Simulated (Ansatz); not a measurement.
# HfO2, response to strain

Start from HfO₂ in the fluorite structure (space group Fm-3m, No. 225; a = 5.044 Å).

Strains are applied to the cell and any free atomic positions relax.

The values are results of DFT with PBEsol, PAW potentials and a 420 eV plane-wave cutoff in Ansatz (a quantum-chemistry and plane-wave program), no spin-orbit coupling, not measurements.

Notes on the quantities. energy relative to the base: free energy F.

| isotropic strain (%) | energy relative to the base (meV/atom) |
|---|---|
| -2.5 | 53.9 |
| -1.5 | 18.8 |
| -0.5 | 2.1 |
| 0 | 0.0 |
| 1 | 7.7 |
| 1.5 | 17.1 |
| 2 | ? |
| 2.5 | 45.9 |
| 3 | 65.0 |

Question: Fit ΔE = Aε² + Bε³ (ε in %) to the rows shown and predict the withheld row.

Answer: Least squares on the printed values gives A = 7.99 and B = -0.25 meV/atom (largest residual 0.1 meV/atom); this predicts 29.9 meV/atom, and the run gives 29.8 meV/atom, in agreement.

Stability against distortions was not tested. This is not the structure that HfO2 has at room temperature and ambient pressure.
